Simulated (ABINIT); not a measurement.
Band structure of MoRu (P-6m2, 2 atoms in the cell).

```
MoRu
1.0
    2.80380     0.00000     0.00000
   -1.40190     2.42816     0.00000
    0.00000     0.00000     4.50612
Mo Ru
1 1
Direct
  0.66667   0.33333   0.00000
  0.33333   0.66667   0.50000
```

Level of theory: LDA (PW92), norm-conserving pseudopotentials (PseudoDojo nc-sr-04 LDA standard) (plane waves; ABINIT).

Settings: pseudos = [Mo.upf, Ru.upf]; ecut = 44 Ha; occopt = 3; tsmear = 0.00367493 Ha; ngkpt = 13 13 7; nshiftk = 1; shiftk = 0 0 0; potentials = PseudoDojo nc-sr-04 LDA standard; kptopt = 1; nstep = 50; tolvrs1 = 1e-12; ndtset = 2; getden2 = 1.

The starting cell comes from a database of computed structures (which also holds hypothetical and non-ambient phases and stackings), without a prior relaxation at this level. Its lattice was rescaled by a random factor within 2.5 % of one. Spin polarisation is off.

Levels in eV from the Fermi level, bands 12 to 19:
```tsv
point	12	13	14	15	16	17	18	19
Γ	-1.77	-1.36	-0.37	-0.37	-0.34	-0.34	1.52	2.75
M	-1.81	-1.05	-1.01	-0.41	1.64	3.22	4.26	4.66
K	-2.75	-2.10	-1.34	0.04	1.87	2.38	2.49	7.34
A	-1.96	-1.96	-1.37	-1.26	-1.26	1.19	1.19	2.56
L	-3.19	-0.59	0.83	0.91	1.76	1.82	3.62	4.27
H	-3.02	-2.12	-1.15	-0.12	0.11	1.96	2.96	7.93
```

Bands cross the Fermi level along this path, so the cell is metallic at this level.
